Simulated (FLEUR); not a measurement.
**Short convergence ladders for HfN (I4mm, 2 atoms in the cell)**

```
CELL_PARAMETERS angstrom
      0.00000     2.24870     2.24870
      2.24870     0.00000     2.24870
      2.24870     2.24870     0.00000
ATOMIC_POSITIONS crystal
  Hf 0.01112 0.01112 0.98888
  N  0.50000 0.50000 0.50000
```

Base method: PBEsol, all-electron FLAPW (FLEUR), scalar-relativistic valence.

Base settings: Kmax = 4.4 1/bohr; GmaxXC = 17.6 1/bohr; xcFunctional = PBEs; jspins = 1; l_soc = F; mode = hist; fermiSmearingEnergy = 0.00367493 Htr; mesh (inpgen div1-3) = 5 5 5; inpgen gamma flag = false; Gmax = 17.6 1/bohr.

**The setting Gmax**

Moved along: GmaxXC.

The mesh stays at the base's, so the ladder's end is converged at best in this setting alone.

Only quantities that move along the ladder and can be compared are tabulated.

```csv
Gmax,free energy less the last step's (meV/atom)
9.7 1/bohr,4.32
11 1/bohr,-1.05
13.2 1/bohr,0.04
15.4 1/bohr,-0.01
17.6 1/bohr,0.01
19.8 1/bohr,0.00
22 1/bohr,0.00
```

Coarsest Gmax that holds the free energy within 2 meV/atom of the last step, with all finer ones: 11 1/bohr; the step before is off by 4.3 meV/atom.

**The density cutoff**

Moved along: GmaxXC.

The second cell is the first with its lattice scaled by 0.98.

The mesh stays at the base's, so the ladder's end is converged at best in this setting alone.

Only quantities that move along the ladder and can be compared are tabulated.

| Gmax | free energy less the last step's (meV/atom) | energy of the compressed cell less the first (meV/atom) |
|---|---|---|
| 8.8 1/bohr | 4.06 | 45.33 |
| 9.8 1/bohr | 4.35 | 45.93 |
| 10.8 1/bohr | 0.18 | 45.73 |
| 12.4 1/bohr | -0.70 | 45.66 |
| 13.9 1/bohr | 0.26 | 45.68 |
| 15.2 1/bohr | -0.01 | 45.67 |
| 17.6 1/bohr | 0.00 | 45.67 |

Coarsest Gmax that holds the energy of the compressed cell less the first within 0.2 meV/atom of the last step, with all finer ones: 10.8 1/bohr; the step before is off by 0.26 meV/atom.

Coarsest Gmax that holds the free energy within 2 meV/atom of the last step, with all finer ones: 10.8 1/bohr; the step before is off by 4.3 meV/atom.

The energy difference between the two cells stays within 1 meV/atom of the last step's from 8.8 1/bohr on, the total only from 10.8 1/bohr on: much of the error is common to both cells and cancels.

Two neighbours can agree and both be off: 8.8 1/bohr and 9.8 1/bohr differ by 0.29 meV/atom in the free energy, yet lie about 4.3 meV/atom from the last step.

On the base run: the starting cell has typed, rounded lattice constants, without a prior relaxation at this level. Its lattice was rescaled by up to half a per cent. One atom was moved a little off its site on purpose. Values depend on the basis (sphere radii, cutoffs, local orbitals), which need not be converged.
